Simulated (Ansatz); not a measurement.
The starting structures come from a database of crystals and need not be the phases stable at ambient conditions.

By PBEsol, the system below comes out a metal.

The ballistic (Sharvin) conductance counts the channels at the Fermi level: G/A = (e²/h) × channels of both spins per area.

Input:

```yaml
crystal:
  lattice:
    - [2.94609, 0.00000, 0.00000]
    - [-1.47304, 2.55139, 0.00000]
    - [1.47305, 0.85046, 6.98851]
  atoms:
    - { symbol: Ag, position: [0.00000, 0.00000, 0.00000] }
    - { symbol: Ag, position: [0.44457, 0.22228, 0.33315] }
    - { symbol: Ag, position: [0.55543, 0.77772, 0.66685] }
```

Space group of this cell: R-3m. The cell is strained (lengths along the current scaled by 0.97, ions clamped); by PBEsol its mean pressure is -4.9 GPa.

The current flows along the normal of the first two printed cell vectors, the (001) (indices of the unstrained crystal) plane of the conventional cell. No spin-orbit coupling; the value is a mean over 0.1 eV about the Fermi level.

Question: Predict the ballistic conductance per area from Ansatz (an electronic-structure program) with PBEsol.

Answer: 0.85 × 10¹⁵ S/m² for both spins.
